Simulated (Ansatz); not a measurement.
The reference is TiAl (space group P4/mmm, No. 123; a = 2.813 Å, c = 4.062 Å; relaxed with 0.1 eV smearing).

Method: plane-wave PAW DFT at the r2SCAN level (Ansatz, a first-principles code, 500 eV), without spin-orbit coupling.

Strains are applied to the cell and any free atomic positions relax.

One change was made to it. Results:

| quantity | base | after |
|---|---|---|
| energy relative to the base (free energy F) | 0 meV/atom | +32 meV/atom |
| pressure (mean of the normal stresses, compression positive) | 0.0 GPa | -7.7 GPa |

**Question.** What was done to the base?
(A) isotropic strain +1.00 %
(B) isotropic strain +2.50 %
(C) isotropic strain +3.00 %
(D) isotropic strain +2.00 %
(E) isotropic strain +1.50 %

**Answer.** B, isotropic strain +2.50 %. For comparison, the energy relative to the base in the other runs: isotropic strain +1.00 % gives +5.3 meV/atom; isotropic strain +2.00 % gives +21 meV/atom; isotropic strain +3.00 % gives +45 meV/atom; isotropic strain +1.50 % gives +12 meV/atom.

Stability against distortions was not tested. All final runs are without spin polarisation.
